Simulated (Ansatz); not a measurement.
System: L1₂ (Cu3Au-type) Pt3Ti. Method: HSE06 (plane waves, PAW; Ansatz, a quantum-chemistry and plane-wave program).

Settings: plane-wave cutoff 460 eV, 8×8×8 k mesh, Fermi–Dirac smearing 0.05 eV, no spin polarisation, scalar-relativistic PAW data made under PBE.

Energies at three volumes about the minimum:

| V (Å³/atom) | E − E_lowest (meV/atom) |
|---|---|
| 14.545 | 7.78 |
| 15.079 | 0.00 |
| 15.291 | 5.54 |

Task: Fit a parabola by hand: where is the minimum, what lattice constant follows, and what is the bulk modulus?

Result: Slopes: (0.00 − 7.78)/(15.079 − 14.545) = -14.569 and (5.54 − 0.00)/(15.291 − 15.079) = 26.132 meV/Å³. Curvature E″ = 2 × (26.132 − (-14.569))/(15.291 − 14.545) = 109.118 meV/Å⁶. From the middle of the first interval, the slope vanishes at V0 = 14.8120 − (-14.569)/109.118 = 14.946 Å³/atom. B = V0 E″ = 14.946 × 109.118 meV/Å³ × 0.1602 GPa per meV/Å³ = 261 GPa. With 4 atoms in the cube, a = (4 × 14.946)^(1/3) = 3.910 Å. The full Birch–Murnaghan fit to all volumes gives V0 = 14.936 Å³/atom and B0 = 264 GPa.

Measured, for comparison: lattice constant a 3.916 Å (temperature not stated, not corrected to a static lattice; as tabulated in Molecular Dynamics Simulations of PtTi High-Temperature Shape Memory Alloys …).

Note: the run has no spin polarisation, so it can have missed a magnetic state.
